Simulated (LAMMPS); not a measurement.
Pressure dependence of NiAl (CsCl type) at 2470 K, from the melt.

Level of theory: classical MD, pair style eam/alloy, file NiAlH_jea.eam.alloy, run in LAMMPS.

| P (GPa) | state | volume | coordination number of Al by Ni | self-diffusion coefficient of Al (not corrected for cell size) |
|---|---|---|---|---|
| 0 | liquid | 15.483 ± 0.003 Å³/atom | 6.14 (counted to 3.54 Å) | (1.74 ± 0.04) × 10^-4 cm²/s |
| 2 | liquid | 15.029 ± 0.003 Å³/atom | 6.20 (counted to 3.50 Å) | (1.48 ± 0.02) × 10^-4 cm²/s |
| 5 | liquid | 14.493 ± 0.002 Å³/atom | 6.42 (counted to 3.50 Å) | (1.27 ± 0.01) × 10^-4 cm²/s |

Caution: a run this short can hold a crystal over, or a liquid under, the potential's own melting point, which these runs don't give.

Estimate the isothermal bulk modulus at zero pressure. A parabola P(ln V) through the three points gives −dP/d ln V = 60 GPa at zero pressure.

States go by the mean squared displacement: a species diffuses where it passes 1.5 Å², still rises and gives D over 1e-6 cm²/s; a crystal has left its structure where atoms lie 0.35 Å off their sites on average or a cubic box changes its shape by 3 %, or the axial ratios of another lie 8 % off the starting cell's, which the potential's own relaxation can also do.

Errors of D are the spread over four groups of atoms in one short run; a floor of about 5 %, a picked value, is safer.

Errors shown are sampling errors alone.
